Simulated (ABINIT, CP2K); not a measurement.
An ABINIT input for a self-consistent single point of Li3Mg (P6_3/mmc, 8 atoms in the cell) (DFT, LDA (PW92), plane waves, norm-conserving pseudopotentials (PseudoDojo nc-sr-04 LDA standard)):

```
# Li3Mg, PseudoDojo nc-sr-04 LDA standard
pp_dirpath "./"
pseudos "Li.upf, Mg.upf"
acell 3*1.0
rprim
        11.2800408767   -0.0000002839    0.0000000000
        -5.6400201925    9.7688020969    0.0000000000
         0.0000000000    0.0000000000    9.2810289234
natom 8
ntypat 2
znucl 3 12
typat 1 1 1 1 1 1 2 2
xcart
         2.8217586665    1.6291430310    2.3202572309
         2.8182620177    8.1396587820    6.9607716926
         0.0000000820    3.2582862041    6.9607716926
         5.6400206022    6.5105156090    2.3202572309
         8.4582822922    1.6291428892    2.3202572309
        -2.8182616080    8.1396589238    6.9607716926
         0.0000001639    6.5125346366    2.3202572309
         5.6400205203    3.2562671764    6.9607716926
ecut 84 Ry
occopt 3
tsmear 0.05 eV
nband 25
kptopt 1
ngkpt 4 4 5
nshiftk 1
shiftk 0 0 0
nstep 60
toldfe 1.0e-09
prtwf 0
prtden 0
```

Give the CP2K input for the same structure, mesh, smearing and functional.

This is the input that was run; spellings and numerical settings could be chosen otherwise.

```
&GLOBAL
  PROJECT calc
  RUN_TYPE ENERGY_FORCE
  PRINT_LEVEL MEDIUM
&END GLOBAL
&FORCE_EVAL
  METHOD Quickstep
  STRESS_TENSOR ANALYTICAL
  &DFT
    BASIS_SET_FILE_NAME BASIS_MOLOPT
    POTENTIAL_FILE_NAME GTH_POTENTIALS
    &QS
      METHOD GPW
      EPS_DEFAULT 1E-10
    &END QS
    &MGRID
      CUTOFF 1000
      REL_CUTOFF 40
      NGRIDS 5
    &END MGRID
    &SCF
      SCF_GUESS ATOMIC
      EPS_SCF 1E-7
      MAX_SCF 100
      ADDED_MOS 7
      &DIAGONALIZATION
        ALGORITHM STANDARD
      &END DIAGONALIZATION
      &MIXING
        METHOD BROYDEN_MIXING
        ALPHA 0.2
        NBUFFER 8
        BETA 1.5
      &END MIXING
      &SMEAR ON
        METHOD FERMI_DIRAC
        ELECTRONIC_TEMPERATURE [K] 580.23
      &END SMEAR
    &END SCF
    &KPOINTS
      SCHEME MONKHORST-PACK 4 4 5
      GAMMA_CENTERED T
    &END KPOINTS
    &XC
      &XC_FUNCTIONAL PADE
      &END XC_FUNCTIONAL
    &END XC
    &PRINT
      &MO
        EIGENVALUES T
        OCCUPATION_NUMBERS T
        NDIGITS 8
        FILENAME mo
        &EACH
          QS_SCF 0
        &END EACH
        ADD_LAST NUMERIC
      &END MO
      &MULLIKEN ON
      &END MULLIKEN
    &END PRINT
  &END DFT
  &SUBSYS
    &CELL
      A 5.96914100 0.00000000 0.00000000
      B -2.98457000 5.16942700 0.00000000
      C 0.00000000 0.00000000 4.91130900
      PERIODIC XYZ
    &END CELL
    &COORD
      Li       1.49321055     0.86210534     1.22782725
      Li       1.49136045     4.30732166     3.68348175
      Li       0.00000017     1.72421068     3.68348175
      Li       2.98457083     3.44521632     1.22782725
      Li       4.47593062     0.86210534     1.22782725
      Li      -1.49135962     4.30732166     3.68348175
      Mg      -0.00000265     3.44628639     1.22782725
      Mg       2.98457365     1.72314061     3.68348175
    &END COORD
    &KIND Li
      BASIS_SET DZVP-MOLOPT-SR-GTH
      POTENTIAL GTH-PADE-q3
    &END KIND
    &KIND Mg
      BASIS_SET DZVP-MOLOPT-SR-GTH
      POTENTIAL GTH-PADE-q10
    &END KIND
  &END SUBSYS
  &PRINT
    &FORCES ON
    &END FORCES
    &STRESS_TENSOR ON
    &END STRESS_TENSOR
  &END PRINT
&END FORCE_EVAL
```

Basis settings and potentials, where a program has them, do not carry over. This input uses DFT LDA (Pade form), GPW, DZVP-MOLOPT-SR-GTH basis, GTH-PADE potentials (GTH_POTENTIALS). LDA parametrisations can differ slightly between programs.

The starting cell comes from a database of computed structures (which also holds hypothetical and non-ambient phases and stackings), without a prior relaxation at this level. For this run, on top of that: lattice scaled by 0.98.
